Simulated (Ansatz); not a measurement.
## Effect of pressure 10 GPa on BaTiO3

Base system: BaTiO3 in the cubic perovskite structure (space group Pm-3m, No. 221; a = 3.9346 Å).

It is then changed as follows: cell and atoms relaxed at a pressure of 10 GPa.

Computed with plane-wave PAW DFT at the LDA level (Ansatz, an electronic-structure program, 420 eV), no SOC. Settings: 8×8×8 k-points, 0.05 eV Fermi–Dirac smearing.

The volume per atom shrinks by 0.55 Å³ (12.18 Å³ → 11.63 Å³) and the density increases by 0.30 g/cm³ (6.36 g/cm³ → 6.66 g/cm³). The lattice parameter a drops by 0.0601 Å, from 3.935 Å to 3.874 Å and the shortest interatomic distance shrinks by 0.030 Å (1.967 Å → 1.937 Å). The enthalpy H = E + PV relative to the base's energy is +0.74 eV/atom and the band gap goes up by 0.067 eV (1.83 eV → 1.89 eV). The gap character changes from indirect, R → Γ to direct at Γ and the width of the top valence band increases by 0.048 eV, from 0.99 eV to 1.03 eV. The hole mass (degenerate bands, along [100]) amounts to 0.30, 0.96, 0.96 mₑ (at Γ).

Final structure:

```yaml
crystal:
  lattice:
    - [3.87449, 0.00000, 0.00000]
    - [0.00000, 3.87449, 0.00000]
    - [0.00000, 0.00000, 3.87449]
  atoms:
    - { symbol: Ba, position: [0.00000, 0.00000, 0.00000] }
    - { symbol: Ti, position: [0.50000, 0.50000, 0.50000] }
    - { symbol: O, position: [0.50000, 0.00000, 0.50000] }
    - { symbol: O, position: [0.00000, 0.50000, 0.50000] }
    - { symbol: O, position: [0.50000, 0.50000, 0.00000] }
```

Load acts through the strain it causes; cell and atoms are relaxed under it. Masses are band curvatures over ±0.01 Å⁻¹ around the edge. No phonon test of stability was made. Competing high-pressure phases were not computed. All final runs are without spin polarisation. Many cubic perovskites are stable only at high temperature; tilts and polar distortions were not tested. This is not the structure that BaTiO3 has at room temperature and ambient pressure.
